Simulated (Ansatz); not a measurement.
# Effect of pressure 9 GPa on ZrN

Base system: ZrN in the rock salt structure (space group Fm-3m, No. 225; a = 4.5952 Å).

One thing is altered: cell and atoms relaxed at a pressure of 9 GPa.

The values are results of Ansatz (a quantum-chemistry and plane-wave program) PBE, no spin-orbit coupling, earlier PAW set, not measurements. Γ-centred 17×17×17 mesh, Fermi–Dirac width 0.05 eV.

The volume per atom falls by 0.40 Å³, from 12.13 Å³ to 11.73 Å³ and the density rises by 0.25 g/cm³ to 7.45 g/cm³. The lattice parameter a falls by 0.051 Å to 4.544 Å and the enthalpy H = E + PV relative to the base's energy amounts to +0.67 eV/atom. The band gap is still zero.

Final structure:

```
ZrN
1.0
    0.00000     2.27199     2.27199
    2.27199     0.00000     2.27199
    2.27199     2.27199     0.00000
N Zr
1 1
Direct
  0.00000   0.00000   0.00000
  0.50000   0.50000   0.50000
```

Load acts through the strain it causes; cell and atoms are relaxed under it. No phonon test of stability was made. Competing high-pressure phases were not computed. All final runs are without spin polarisation. An odd electron count without spin: ZrN.
